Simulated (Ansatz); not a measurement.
**AlN: response to strain**

Take AlN in the zinc blende structure (space group F-43m, No. 216; a = 4.4032 Å) as the base.

Strains are applied to the cell and any free atomic positions relax.

The values are results of DFT with PBE, PAW potentials and a 420 eV plane-wave cutoff in Ansatz (an electronic-structure program), no spin-orbit coupling, not measurements.

Computed cases, in order: isotropic strain −2.50 %; isotropic strain −2.00 %; isotropic strain −1.50 %; isotropic strain −1.00 %; isotropic strain −0.50 %; the unstrained base; isotropic strain +0.50 %; isotropic strain +1.00 %; isotropic strain +1.50 %; isotropic strain +2.00 %; isotropic strain +2.50 %; isotropic strain +3.00 %.

Problem. Between which two neighbouring cases does the gap turn between direct and indirect?

Solution. Between isotropic strain +2.50 % (3.27 eV, indirect, Γ → X) and isotropic strain +3.00 % (3.23 eV, direct at Γ). The whole series: isotropic strain −2.50 %: 3.35 eV, indirect, Γ → X; isotropic strain −2.00 %: 3.34 eV, indirect, Γ → X; isotropic strain −1.50 %: 3.34 eV, indirect, Γ → X; isotropic strain −1.00 %: 3.33 eV, indirect, Γ → X; isotropic strain −0.50 %: 3.32 eV, indirect, Γ → X; the unstrained base: 3.31 eV, indirect, Γ → X; isotropic strain +0.50 %: 3.30 eV, indirect, Γ → X; isotropic strain +1.00 %: 3.29 eV, indirect, Γ → X; isotropic strain +1.50 %: 3.28 eV, indirect, Γ → X; isotropic strain +2.00 %: 3.28 eV, indirect, Γ → X; isotropic strain +2.50 %: 3.27 eV, indirect, Γ → X; isotropic strain +3.00 %: 3.23 eV, direct at Γ.

Whether these cells are dynamically stable was not tested. This is not the structure that AlN has at room temperature and ambient pressure.
